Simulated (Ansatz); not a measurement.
## Rh2Ge: response to strain

Take Rh$_{2}$Ge (space group Pnma, No. 62; a = 5.4914 Å, b = 4.0106 Å, c = 7.5779 Å) as the base. Axes: x, y, z lie along a, b, c of the conventional cell.

Strains are applied to the cell and any free atomic positions relax; under biaxial strain the out-of-plane vector relaxes too; under stress the whole cell relaxes.

Method: Kohn–Sham DFT with the r2SCAN functional, run in Ansatz (a first-principles code) with PAW and 500 eV plane waves, spin-orbit coupling left out, earlier PAW set.

Notes on the quantities. pressure: mean of the normal stresses, compression positive.

| change | pressure | volume per atom |
|---|---|---|
| base | 0.0 GPa | 13.91 Å³ |
| biaxial strain −1.28 %, plane normal [001], relaxed out of plane | 2.3 GPa | 13.76 Å³ |
| biaxial strain −1.04 %, plane normal [001], relaxed out of plane | 1.8 GPa | 13.79 Å³ |
| uniaxial strain ε_yy = −3.11 % | 8.2 GPa | 13.48 Å³ |
| uniaxial strain ε_zz = +5.96 % | -11.1 GPa | 14.74 Å³ |
| tensor shear ε_xy = −2.20 % | 0.4 GPa | 13.90 Å³ |
| uniaxial stress, 1 GPa tension along z | – | 13.92 Å³ |
| tensor shear ε_xy = −3.47 % | 1.1 GPa | 13.89 Å³ |

Without a gap, meshes like the base's 7×9×5 leave anisotropic stresses uncertain by several tenths of a GPa, and small strain energies with them. Beyond what the load breaks, stability against distortions was not tested. All final runs are without spin polarisation.
